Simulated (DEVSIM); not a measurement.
System: Si n-i-p diode, at 250 K.

```
layer (left to right)  material  thickness (μm)  Nd (cm⁻³)  Na (cm⁻³)  τn (s)  τp (s)
---------------------  --------  --------------  ---------  ---------  ------  ------
1                            Si           0.190     1.6e17          -  1.2e-6  1.2e-6
2                            Si            2.50          -     5.5e12  1.2e-6  1.2e-6
3                            Si            1.50          -     5.7e18  1.2e-6  1.2e-6
```

Left contact: ohmic. Right contact: ohmic. Voltage is applied to the left contact. Recombination: SRH at mid-gap, radiative, Auger. Gap narrowing is on: ΔEg = 6.92 meV × (l + √(l² + 0.5)), l = ln(N/1.3e17 cm⁻³), shared equally by both band edges. Mobility is constant in doping.

Constants are typed, rounded textbook-type inputs, not results; the design itself was drawn at random and stands for no fabricated device. Values at 300 K; Nc and Nv go as T^1.5, mobilities as T to minus their exponent, the gap by Varshni's rule with the affinity fixed.

```csv
parameter,Si
gap (eV),1.124
affinity (eV),4.05
permittivity,11.7
Nc (cm⁻³),2.86e19
Nv (cm⁻³),3.1e19
μn (cm²/Vs),1417
μp (cm²/Vs),470
T exponent of μn,2.3
T exponent of μp,2.2
B (cm³/s),4.7e-15
Cn (cm⁶/s),2.8e-31
Cp (cm⁶/s),9.9e-32
Varshni α (eV/K),0.000473
Varshni β (K),636
```

DEVSIM, 1D drift-diffusion, Boltzmann statistics, complete ionisation; no tunnelling, impact ionisation, image-force lowering or self-heating.

The thickness of layer 2 was swept, all else fixed.

| thickness of layer 2 (μm) | dark forward voltage at 100 A/cm² (V) | dark forward voltage at 1 A/cm² (V) |
|---|---|---|
| 0.5 | 0.803 | 0.701 |
| 0.88 | 0.806 | 0.701 |
| 1.5 | 0.810 | 0.702 |
| 2.5 | 0.815 | 0.702 |
| 4.2 | 0.823 | 0.703 |
| 7.5 | 0.833 | 0.705 |
| 12 | 0.843 | 0.707 |

From the first row to the last the dark forward voltage at 100 A/cm² goes from 0.803 to 0.843. From the first row to the last the dark forward voltage at 1 A/cm² goes from 0.701 to 0.707.
